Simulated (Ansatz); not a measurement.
## Effect of uniaxial strain ε_zz = −1.20 % on SnO2

Start from SnO2 in the rutile structure (space group P4_2/mnm, No. 136; a = 4.828 Å, c = 3.238 Å). Axes: x, y, z lie along a, b, c of the conventional cell.

Now apply this change: uniaxial strain ε_zz = −1.20 %, all other strain components held at zero, atoms relaxed at fixed cell.

Level of theory: PBE (Ansatz, a first-principles code, PAW, no spin-orbit coupling). Settings: 7×7×10 k-points, 0.05 eV Fermi–Dirac smearing.

```csv
quantity,base,changed,shift
volume per atom,12.58 Å³,12.43 Å³,-0.15 Å³
space group,P4_2/mnm (No. 136),P4_2/mnm (No. 136),–
shortest interatomic distance,3.948 bohr,3.924 bohr,-0.024 bohr
energy relative to the base (free energy F),0 meV/atom,+2.2 meV/atom,+2.2 meV/atom
band gap,0.68 eV,0.84 eV,+0.16 eV
gap character,direct at Γ,direct at Γ,–
electron mass,"0.16 mₑ along c, 0.17 mₑ across (at Γ)","0.17 mₑ along z, 0.19 mₑ across (at Γ)",–
"valence-band top at Γ (three highest levels, from the VBM)","0.00, -0.74, -0.74 eV","0.00, -0.76, -0.76 eV",–
"stress (xx, yy, zz, yz, xz, xy; compression positive)",–,"(1.58, 1.58, 4.70, 0.00, 0.00, 0.00) GPa",–
```

Final structure:

```
SnO2
1.0
    4.82757     0.00000     0.00000
    0.00000     4.82757     0.00000
    0.00000     0.00000     3.19927
Sn O
2 4
Direct
  0.00000   0.00000   0.00000
  0.50000   0.50000   0.50000
  0.30607   0.30607   0.00000
  0.80607   0.19393   0.50000
  0.19393   0.80607   0.50000
  0.69393   0.69393   0.00000
```

Cost of the whole job for the changed cell (relaxation, final SCF and bands): very roughly 50 core-seconds.

Effective masses come from finite differences of ±0.01 Å⁻¹. Stability against distortions was not tested.
